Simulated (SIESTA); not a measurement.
Input and output of a self-consistent single point for TaCuS2 (P1, 8 atoms in the cell) (SIESTA).

Computed with GGA PBEsol, numerical atomic orbitals TZP, PseudoDojo PBEsol standard norm-conserving potentials (rewritten from UPF to PSML) run with SIESTA 5.4.2.

The change in words: atoms moved at random. Reference geometry:
```yaml
crystal:
  lattice:
    - [3.37109, 0.00000, 0.00000]
    - [-1.68555, 2.91945, 0.00000]
    - [0.00000, 0.00000, 13.33130]
  atoms:
    - { symbol: Ta, position: [0.66667, 0.33333, 0.74602] }
    - { symbol: Ta, position: [0.33333, 0.66667, 0.24602] }
    - { symbol: Cu, position: [0.66667, 0.33333, 0.96382] }
    - { symbol: Cu, position: [0.33333, 0.66667, 0.46382] }
    - { symbol: S, position: [0.66667, 0.33333, 0.36637] }
    - { symbol: S, position: [0.33333, 0.66667, 0.86637] }
    - { symbol: S, position: [0.33333, 0.66667, 0.62979] }
    - { symbol: S, position: [0.66667, 0.33333, 0.12979] }
```

Reference input (self-consistent single point, DFT, GGA PBEsol, numerical atomic orbitals TZP, PseudoDojo PBEsol standard norm-conserving potentials (rewritten from UPF to PSML)): XC.functional = GGA; XC.authors = PBEsol; potentials = PseudoDojo PBEsol standard; PAO.BasisSize = TZP; PAO.EnergyShift = 0.01 Ry; MeshCutoff = 300 Ry; kgrid.MonkhorstPack = 8 8 2; OccupationFunction = FD; ElectronicTemperature = 100 meV; MaxSCFIterations = 150; SCF.Mixer.Method = Pulay; SCF.Mixer.Weight = 0.25. This run's input differs from it in these lines:

```diff
@@ -19,10 +19,10 @@
 %block AtomicCoordinatesAndAtomicSpecies
-     1.685546686    0.973149027    9.945416426  1
-    -0.000001686    1.946300973    3.279766426  1
-     1.685546686    0.973149027   12.848973566  2
-    -0.000001686    1.946300973    6.183323566  2
-     1.685546686    0.973149027    4.884188381  3
-    -0.000001686    1.946300973   11.549838381  3
-    -0.000001686    1.946300973    8.395919427  3
-     1.685546686    0.973149027    1.730269427  3
+     1.699647955    0.987074803    9.917247389  1
+     0.023083539    1.931172383    3.287885188  1
+     1.742900725    0.957346044   12.812912400  2
+    -0.058326599    1.979801662    6.280215454  2
+     1.736453516    1.022405987    4.941019713  3
+    -0.099919108    1.940523382   11.554877612  3
+    -0.013632688    1.929657189    8.351206247  3
+     1.711977717    0.929815630    1.672331597  3
 %endblock AtomicCoordinatesAndAtomicSpecies
```

Output, abridged:

```
        iscf     Eharris(eV)        E_KS(eV)     FreeEng(eV)     dDmax    Ef(eV) dHmax(eV)
   scf:    1   -12723.508375   -14284.068048   -14284.406546  2.626987  1.283731143.023163
   scf:    2   -12702.352568   -14513.526379   -14513.651126  2.570458 -1.551586107.540666
   scf:    3   -14980.769443   -14922.809967   -14922.862199  3.244947 -1.387168 62.630910
   scf:    4   -15009.890587   -15009.949005   -15009.994033  0.559435 -1.579065 39.103771
   scf:    5   -15058.257628   -15037.537463   -15037.550864  0.239347 -1.951350 23.764726
   [... 12 lines left out ...]
   scf:   18   -15053.140459   -15053.140460   -15053.149826  0.000029 -2.194317  0.000288
   scf:   19   -15053.140460   -15053.140460   -15053.149826  0.000014 -2.194322  0.000207
   scf:   20   -15053.140459   -15053.140460   -15053.149826  0.000019 -2.194370  0.000061
   scf:   21   -15053.140460   -15053.140460   -15053.149826  0.000004 -2.194381  0.000046
SCF Convergence by DM+H criterion
max |DM_out - DM_in|         :     0.0000035557
max |H_out - H_in|      (eV) :     0.0000459486
SCF cycle converged after 21 iterations

Using DM_out to compute the final energy and forces

siesta: E_KS(eV) =           -15053.1405

siesta: E_KS - E_eggbox =    -15053.1405

siesta: Atomic forces (eV/Ang):
     1   -1.045960   -0.388607   -0.133627
     2    0.257678    0.193763   -0.449259
     3   -0.493484   -0.087778    0.128837
     4    0.229221    0.119774   -1.276176
     5   -0.491614   -0.476211   -0.689959
     6    1.312508    0.257349   -0.627692
     7    0.270792    0.207418    1.745783
     8   -0.044405    0.175385    1.302818
   Tot   -0.005264    0.001092    0.000724
   Max    1.745783
   Res    0.693830    sqrt( Sum f_i^2 / 3N )
   Max    1.745783    constrained

   [... lines left out ...]
siesta: FreeEng =    -15053.149826
   [... lines left out ...]
siesta:     0.042654   -0.009694   -0.002460
siesta:    -0.009694    0.047137    0.006550
siesta:    -0.002460    0.006550    0.039069

siesta: Cell volume =        131.203038 Ang**3

siesta: Pressure (static):
siesta:                Solid            Molecule  Units
siesta:          -0.00046782         -0.00030006  Ry/Bohr**3
siesta:          -0.04295345         -0.02755027  eV/Ang**3
siesta:         -68.81900708        -44.14039676  kBar
```

The run converged in 21 iterations. Against the reference run the free energy goes up by 37.1 meV/atom, the pressure goes from -6.38 to -6.88 GPa and the largest force goes from 0.276 to 1.779 eV/Å.

The starting cell comes from a database of computed structures (which also holds hypothetical and non-ambient phases and stackings), without a prior relaxation at this level. For this run, on top of that: atoms moved at random. Spin polarisation is off. Values carry the incompleteness of an atom-centred basis. With a pressure of about -7 GPa the cell is away from its equilibrium volume at this level. Forces in this geometry exceed 1 eV/Å.

Cost on one core of a shared machine: roughly 80 s.
